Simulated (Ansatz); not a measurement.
```xyz
18
Lattice="19.5000 0.0000 0.0000 0.0000 14.5000 0.0000 0.0000 0.0000 5.6833" Properties=species:S:1:pos:R:3 pbc="T T T"
Se     5.4793     5.5797     3.7480
W      6.0757     7.2500     2.0628
Se     5.4793     8.9203     3.7480
Se     7.2801     5.4004     0.8673
W      7.1357     7.2500     4.8559
Se     7.2801     9.0996     0.8673
Se     8.8680     5.6274     3.7940
W      8.8671     7.2500     1.8375
Se     8.8680     8.8726     3.7940
Se    10.6320     5.6274     0.9523
W     10.6329     7.2500     4.6792
Se    10.6320     8.8726     0.9523
Se    12.2199     5.4004     3.7090
W     12.3643     7.2500     2.0142
Se    12.2199     9.0996     3.7090
Se    14.0207     5.5797     0.9064
W     13.4243     7.2500     4.9045
Se    14.0207     8.9203     0.9064
```

The numbers are results of PBE (plane waves to 420 eV, PAW; Ansatz, a quantum-chemistry and plane-wave program), not measurements. Mesh 1×1×6. No spin polarisation, so a magnetic state wasn't tested. One-dimensional cell, images about 11 Å apart. A hypothetical model, cut from the flat sheet. It keeps the symmetry and period of its start, so it need not be a minimum against all distortions. Values not marked SOC lack spin–orbit coupling.

Problem. Tabulate the two highest filled and two lowest empty levels along the axis, from the valence top.

Solution. 
```
k (2π/c)  v2 (eV)  v1 (eV)  c1 (eV)  c2 (eV)
--------  -------  -------  -------  -------
0.000       -0.28    -0.02     0.29     0.52
0.042       -0.27    -0.02     0.30     0.53
0.083       -0.26    -0.01     0.35     0.55
0.125       -0.24     0.00     0.42     0.60
0.167       -0.21     0.00     0.52     0.66
0.208       -0.17     0.00     0.61     0.69
0.250       -0.14    -0.01     0.65     0.70
0.292       -0.12    -0.02     0.62     0.70
0.333       -0.10    -0.03     0.59     0.68
0.375       -0.09    -0.06     0.58     0.65
0.417       -0.10    -0.09     0.57     0.62
0.458       -0.14    -0.10     0.57     0.60
0.500       -0.12    -0.12     0.58     0.58
```
